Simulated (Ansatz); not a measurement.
**Ru: response to strain**

Take Ru in the hcp (Mg type) structure (space group P6_3/mmc, No. 194; a = 2.691 Å, c = 4.249 Å; relaxed with 0.1 eV smearing) as the base. Axes: x lies along a and z along c of the hexagonal cell.

Strains are applied to the cell and any free atomic positions relax; under biaxial strain the out-of-plane vector relaxes too.

Computed with Kohn–Sham DFT with the PBEsol functional, run in Ansatz (a quantum-chemistry and plane-wave program) with PAW and 420 eV plane waves, no SOC.

```json
[
 {"biaxial strain, plane normal [001], relaxed out of plane (%)": "0", "out-of-plane strain (%)": "0.00"},
 {"biaxial strain, plane normal [001], relaxed out of plane (%)": "0.5", "out-of-plane strain (%)": "-0.27"},
 {"biaxial strain, plane normal [001], relaxed out of plane (%)": "1", "out-of-plane strain (%)": "?"},
 {"biaxial strain, plane normal [001], relaxed out of plane (%)": "1.5", "out-of-plane strain (%)": "-0.80"},
 {"biaxial strain, plane normal [001], relaxed out of plane (%)": "2", "out-of-plane strain (%)": "-1.07"},
 {"biaxial strain, plane normal [001], relaxed out of plane (%)": "2.5", "out-of-plane strain (%)": "-1.35"},
 {"biaxial strain, plane normal [001], relaxed out of plane (%)": "3", "out-of-plane strain (%)": "-1.62"}
]
```

### Question
Fit ε⊥ = −νε + γε² (strains in %) to the rows shown and predict the withheld row.

### Answer
Least squares on the printed values gives ν = 0.53 (the biaxial Poisson response) and γ = -0.004 (largest residual 0.00 %); this predicts -0.53 %, and the run gives -0.53 %, in agreement.

Stability against distortions was not tested. All final runs are without spin polarisation.
